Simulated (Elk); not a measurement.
Input and output of a self-consistent single point for BN (F-43m, 2 atoms in the cell) (Elk).

Method: PBE, all-electron FP-LAPW, Elk's shipped species files, APW+lo basis with extra local orbitals run with Elk.

The change in words: lattice scaled by 0.98. Reference geometry:
```xyz
2
Lattice="0.0000 1.8075 1.8075 1.8075 0.0000 1.8075 1.8075 1.8075 0.0000" Properties=species:S:1:pos:R:3 pbc="T T T"
B      0.0000     0.0000     0.0000
N      0.9038     0.9038     0.9038
```

Reference input (self-consistent single point, DFT, PBE, all-electron FP-LAPW, Elk's shipped species files, APW+lo basis with extra local orbitals): xctype = 20; rgkmax = 8; swidth = 0.000367493 Ha; ngridk = 11 11 11; tforce = true; gmaxvr = 18 1/bohr; lmaxapw = 10; lmaxo = 8; nxlo = 2; lorbcnd = true; lradstp = 2; nrmtscf = 2. This run's input differs from it in these lines:

```diff
@@ -43,3 +43,3 @@
 scale
-  4.830500939
+  4.73389092
```

Log, with long lists cut:

```
│ Self-consistent loop started │
│ Loop number : 1 │
 total energy                :     -82.3424231726
│ Loop number : 2 │
 total energy                :     -82.3047665099
RMS change in Kohn-Sham potential (target) :    4.490453543     (  0.1000000000E-05)
Absolute change in total energy (target)   :   0.3765666273E-01 (  0.1000000000E-03)
│ Loop number : 3 │
 total energy                :     -81.6760684625
RMS change in Kohn-Sham potential (target) :    3.485362351     (  0.1000000000E-05)
Absolute change in total energy (target)   :   0.6381122131     (  0.1000000000E-03)
│ Loop number : 4 │
   [... lines left out ...]
Absolute change in total energy (target)   :   0.1583204341E-03 (  0.1000000000E-03)
│ Loop number : 13 │
 total energy                :     -79.7034524133
RMS change in Kohn-Sham potential (target) :   0.1007589635E-05 (  0.1000000000E-05)
Absolute change in total energy (target)   :   0.4966916597E-04 (  0.1000000000E-03)
│ Loop number : 14 │
 total energy                :     -79.7034516731
RMS change in Kohn-Sham potential (target) :   0.5808183370E-06 (  0.1000000000E-05)
Absolute change in total energy (target)   :   0.1315755216E-04 (  0.1000000000E-03)
Convergence targets achieved

│ Loop number : 15 │

Energies :
 Fermi                       :     0.406506830500
 total energy                :     -79.7034513856

Density of states at Fermi energy :   0.2719748607E-06
 (states/Hartree/unit cell)

Estimated indirect band gap :   0.1707088529
 from k-point      1 to k-point     46
Estimated direct band gap   :   0.3350672562
 at k-point      1

Charges :
 core                        :    4.000000000
 valence                     :    8.000000000
 interstitial                :    3.044359431
 muffin-tins (core leakage)
  species :    1 (B)
   atom    1                 :    3.306175392     (  0.9235937772E-03)
  species :    2 (N)
   atom    1                 :    5.649465178     (  0.9899934757E-05)
 total in muffin-tins        :    8.955640569
   [... lines left out ...]
   total force               :    -0.00000000   -0.00000000    0.00000000
   total magnitude           :     0.00000000
 species :    2 (N)
  atom :    1
   Hellmann-Feynman          :    -0.00000000   -0.00000000    0.00000000
   IBS                       :     0.00000000    0.00000000   -0.00000000
   total force               :     0.00000000    0.00000000   -0.00000000
   total magnitude           :     0.00000000
```

The run converged in 15 iterations. The count includes the last loop, which Elk runs after its targets are met. Against the reference run the gap on the mesh goes from 4.574 to 4.645 eV.

The starting cell has typed, rounded lattice constants, without a prior relaxation at this level. For this run, on top of that: lattice scaled by 0.98. Values depend on the basis (sphere radii, cutoffs, local orbitals), which need not be converged.
